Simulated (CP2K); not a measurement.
Worked example: self-consistent single point of MgAu (Pm-3m, 2 atoms in the cell) in CP2K.

Method of the run: CP2K with LDA (Pade form), GPW, DZVP-MOLOPT-SR-GTH basis, GTH-PADE potentials (GTH_POTENTIALS).

```yaml
crystal:
  lattice:
    - [3.23851, 0.00000, 0.00000]
    - [0.00000, 3.23851, 0.00000]
    - [0.00000, 0.00000, 3.23851]
  atoms:
    - { symbol: Mg, position: [0.50000, 0.50000, 0.50000] }
    - { symbol: Au, position: [0.00000, 0.00000, 0.00000] }
```

Reference input (self-consistent single point, DFT PBEsol, GPW, DZVP-MOLOPT-SR-GTH basis, GTH-PBE potentials (GTH_POTENTIALS)): CUTOFF = 1000 Ry; REL_CUTOFF = 60 Ry; SMEAR/METHOD = GAUSSIAN; SIGMA = 0.1 eV; KPOINTS/SCHEME = MONKHORST-PACK 7 7 7; XC_FUNCTIONAL = PBE:PBESOL; Mg/BASIS_SET = DZVP-MOLOPT-SR-GTH; Mg/POTENTIAL = GTH-PBE-q10; Au/BASIS_SET = DZVP-MOLOPT-SR-GTH; Au/POTENTIAL = GTH-PBE-q11; METHOD = GPW; EPS_DEFAULT = 1e-10. This run's input differs from it in these lines:

```diff
@@ -42,6 +42,3 @@
     &XC
-      &XC_FUNCTIONAL
-        &PBE
-          PARAMETRIZATION PBESOL
-        &END PBE
+      &XC_FUNCTIONAL PADE
       &END XC_FUNCTIONAL
@@ -77,3 +74,3 @@
       BASIS_SET DZVP-MOLOPT-SR-GTH
-      POTENTIAL GTH-PBE-q10
+      POTENTIAL GTH-PADE-q10
     &END KIND
@@ -81,3 +78,3 @@
       BASIS_SET DZVP-MOLOPT-SR-GTH
-      POTENTIAL GTH-PBE-q11
+      POTENTIAL GTH-PADE-q11
     &END KIND
```

Log, with long lists cut:

```
 SCF WAVEFUNCTION OPTIMIZATION

  Step     Update method      Time    Convergence         Total energy    Change
     1 NoMix/Diag. 0.30E+00      -     1.78747978       -96.6787987192 -9.67E+01
     2 Broy./Diag. 0.30E+00      -     0.17486494       -97.9123829817 -1.23E+00
     3 Broy./Diag. 0.30E+00      -     0.08468682       -96.9685658872  9.44E-01
     4 Broy./Diag. 0.30E+00      -     0.02263322       -96.5101924986  4.58E-01
     5 Broy./Diag. 0.30E+00      -     0.00845552       -96.4496777397  6.05E-02
     6 Broy./Diag. 0.30E+00      -     0.00274910       -96.4992265302 -4.95E-02
     7 Broy./Diag. 0.30E+00      -     0.00064789       -96.5018622256 -2.64E-03
     8 Broy./Diag. 0.30E+00      -     0.00006871       -96.4997103076  2.15E-03
     9 Broy./Diag. 0.30E+00      -     0.00003914       -96.4994053046  3.05E-04
    10 Broy./Diag. 0.30E+00      -     0.00000151       -96.4995204720 -1.15E-04
    11 Broy./Diag. 0.30E+00      -     0.00000073       -96.4995235823 -3.11E-06
  *** SCF run converged in    11 steps ***

  Overlap energy of the core charge distribution:               0.00000000001319
  Self energy of the core charge distribution:               -191.57953297019219
  Core Hamiltonian energy:                                     58.67794476969019
  Hartree energy:                                              49.99646736952462
  Exchange-correlation energy:                                -13.59426252461370
  Smearing free energy correction:                             -0.00014022675105
  Fermi energy:                                                 0.33011653864774

  Total energy:                                               -96.49952358232834
  Total energy (extrapolated to sigma->0):                    -96.49945346895281

   [... lines left out ...]

 STRESS| Analytical stress tensor [bar]
 STRESS|                        x                   y                   z
 STRESS|      x        7.31555664172E+03   8.97508015980E-03   8.97507863045E-03
 STRESS|      y        8.97508015980E-03   7.31467565946E+03   8.97508100170E-03
 STRESS|      z        8.97507863045E-03   8.97508100170E-03   7.31467089534E+03
 STRESS| 1/3 Trace                                             7.31496773218E+03
```

The run converged in 11 iterations. Against the reference run the pressure goes from 5.04 to 0.73 GPa.

The starting cell comes from a database of computed structures (which also holds hypothetical and non-ambient phases and stackings), without a prior relaxation at this level. Its lattice was rescaled by a random factor within 2.5 % of one. Values carry the incompleteness of an atom-centred basis.
